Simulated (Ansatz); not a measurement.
The reference is ZnGeP$_{2}$ in the chalcopyrite structure (space group I-42d, No. 122; a = 5.424 Å, c = 10.710 Å).

Computed with PBEsol/PAW in Ansatz (an electronic-structure program), spin-orbit coupling left out, earlier PAW set.

Before the change:

```
Quantity                                                Value
-----------------------------  ------------------------------
Gap character                  indirect, Γ → M–S (33 % along)
Shortest interatomic distance                         2.334 Å
```

Perturbation: every P is replaced by As, then cell and atoms are relaxed.

Task: Estimate the effect on the gap character.

Result: The gap character changes from indirect, Γ → M–S (33 % along) to direct at Γ.

Task: Predict the new shortest interatomic distance.

Result: The shortest interatomic distance goes up by 0.102 Å (2.334 Å → 2.436 Å).

Semilocal Kohn–Sham gaps tend to fall short of experiment. No phonon test of stability was made.
